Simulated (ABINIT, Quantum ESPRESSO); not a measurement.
An ABINIT input for a self-consistent single point of ZrSnTe (P4/nmm, 6 atoms in the cell) (DFT, PBEsol, plane waves, norm-conserving pseudopotentials (PseudoDojo nc-sr-04 PBEsol standard)):

```
# ZrSnTe, PseudoDojo nc-sr-04 PBEsol standard
pp_dirpath "./"
pseudos "Zr.upf, Sn.upf, Te.upf"
acell 7.7400366373 7.7400366373 16.5978500567
rprim
         1.0000000000    0.0000000000    0.0000000000
         0.0000000000    1.0000000000    0.0000000000
         0.0000000000    0.0000000000    1.0000000000
natom 6
ntypat 3
znucl 40 50 52
typat 1 1 2 2 3 3
xred
         0.5000000000    0.0000000000    0.2635700000
         0.0000000000    0.5000000000    0.7364300000
         0.0000000000    0.0000000000    0.0000000000
         0.5000000000    0.5000000000    0.0000000000
         0.5000000000    0.0000000000    0.6194100000
         0.0000000000    0.5000000000    0.3805900000
ecut 41
occopt 7
tsmear 0.136 eV
nband 53
kptopt 1
ngkpt 5 5 3
nshiftk 1
shiftk 0 0 0
nstep 100
tolvrs 1.0e-10
prtwf 0
prtden 0
enunit 1
```

Translate this input to Quantum ESPRESSO.

One input that does it (others would too):

```fortran
&CONTROL
   calculation = 'scf',
   prefix = 'pwscf',
   outdir = './out',
   pseudo_dir = './',
   tprnfor = .true.,
   tstress = .true.,
/
&SYSTEM
   ibrav = 0,
   nat = 6,
   ntyp = 3,
   ecutwfc = 85,
   occupations = 'smearing',
   smearing = 'gauss',
   degauss = 0.0099958,
/
&ELECTRONS
   conv_thr = 1e-10,
   mixing_beta = 0.4,
/
ATOMIC_SPECIES
Zr    91.2240  Zr.upf
Sn   118.7100  Sn.upf
Te   127.6000  Te.upf
CELL_PARAMETERS {angstrom}
   4.095851000     0.000000000     0.000000000
   0.000000000     4.095851000     0.000000000
   0.000000000     0.000000000     8.783204000
ATOMIC_POSITIONS {crystal}
Zr    0.500000000    0.000000000    0.263570000
Zr    0.000000000    0.500000000    0.736430000
Sn    0.000000000    0.000000000    0.000000000
Sn    0.500000000    0.500000000    0.000000000
Te    0.500000000    0.000000000    0.619410000
Te    0.000000000    0.500000000    0.380590000
K_POINTS {automatic}
5 5 3  0 0 0
```

Basis, cutoffs, solver keys and any potentials are the target program's own. This input uses DFT, PBEsol, plane waves, PseudoDojo standard norm-conserving (PBESOL) pseudopotentials.

The starting cell comes from a database of computed structures (which also holds hypothetical and non-ambient phases and stackings), without a prior relaxation at this level. Its lattice was rescaled by a random factor within 2.5 % of one.
